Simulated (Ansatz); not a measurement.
# How far to go with the k-point mesh: Al (Fm-3m, 1 atom in the cell)

```
Al
1.0
    0.00000     2.03107     2.03107
    2.03107     0.00000     2.03107
    2.03107     2.03107     0.00000
Al
1
Direct
  0.00000   0.00000   0.00000
```

Level of theory: PBEsol, PAW files made with PBE (plane waves; Ansatz, a first-principles code).

Base settings: basis.ecutwfc = 30.9 Ry; kpoints.mp_grid.grid = 14 14 14; hamiltonian.xc = pbesol; hamiltonian.pseudopotentials = {kind: paw} (the program's default PAW files); scf.occupations.method = gaussian; scf.occupations.width = 0.0073 Ry.

The second cell is the first with its lattice scaled by 0.98.

Only quantities that move along the ladder and can be compared are tabulated.

The count of work is k-points × plane waves × bands × iterations; it is no time. 

The starting cell has typed, rounded lattice constants, without a prior relaxation at this level. Its lattice was rescaled by up to half a per cent. Ansatz's pressure includes its estimate of the finite-basis (Pulay) stress.

| kpoints.mp_grid.grid | free energy less the last step's (meV/atom) | energy of the compressed cell less the first (meV/atom) | pressure (GPa) | count of work / last |
|---|---|---|---|---|
| 2 2 2 | -657.45 | -32.90 | -8.22 | 0.0012 |
| 3 3 3 | 578.57 | -7.42 | -3.63 | 0.0016 |
| 4 4 4 | 286.50 | 3.57 | -1.98 | 0.0033 |
| 5 5 5 | 54.39 | 10.52 | -0.89 | 0.0041 |
| 6 6 6 | -66.33 | 0.92 | -2.20 | 0.0065 |
| 7 7 7 | -44.81 | -5.27 | -3.08 | 0.0081 |
| 8 8 8 | 5.74 | -1.44 | -2.65 | 0.012 |
| 9 9 9 | 29.37 | 0.09 | -2.38 | 0.014 |
| 10 10 10 | 19.09 | -3.65 | -2.65 | 0.019 |
| 11 11 11 | -8.06 | -1.65 | -2.63 | 0.023 |
| 12 12 12 | -7.46 | -0.84 | -2.53 | 0.029 |
| 13 13 13 | 3.99 | -2.85 | -2.74 | 0.034 |
| 14 14 14 | 8.06 | -3.74 | -2.89 | 0.042 |
| 15 15 15 | 0.40 | -2.79 | -2.76 | 0.049 |
| 16 16 16 | -4.96 | -2.45 | -2.73 | 0.059 |
| 18 18 18 | 2.56 | -2.23 | -2.63 | 0.079 |
| 20 20 20 | 0.78 | -2.55 | -2.68 | 0.10 |
| 22 22 22 | -1.38 | -2.14 | -2.66 | 0.13 |
| 24 24 24 | 1.78 | -2.75 | -2.72 | 0.17 |
| 27 27 27 | -0.24 | -2.38 | -2.70 | 0.23 |
| 30 30 30 | -0.27 | -2.38 | -2.69 | 0.31 |
| 33 33 33 | 0.63 | -2.43 | -2.68 | 0.39 |
| 37 37 37 | 0.13 | -2.36 | -2.68 | 0.54 |
| 41 41 41 | -0.11 | -2.32 | -2.69 | 0.72 |
| 46 46 46 | 0.00 | -2.36 | -2.69 | 1.0 |

Coarsest kpoints.mp_grid.grid that holds the energy of the compressed cell less the first within 2 meV/atom of the last step, with all finer ones: 10 10 10, at 0.019 of the last step's count of work; the step before is off by 2.4 meV/atom.

Coarsest kpoints.mp_grid.grid that holds the free energy within 0.5 meV/atom of the last step, with all finer ones: 37 37 37; the step before is off by 0.63 meV/atom.

Coarsest kpoints.mp_grid.grid that holds the pressure within 0.1 GPa of the last step, with all finer ones: 15 15 15, at 0.049 of the last step's count of work; the step before is off by 0.20 GPa.

The energy difference between the two cells stays within 1 meV/atom of the last step's from 15 15 15 on, the total only from 27 27 27 on: much of the error is common to both cells and cancels.

Two neighbours can agree and both be off: 11 11 11 and 12 12 12 differ by 0.60 meV/atom in the free energy, yet lie about 7.5 meV/atom from the last step.

Keys are those of Ansatz 0.2.
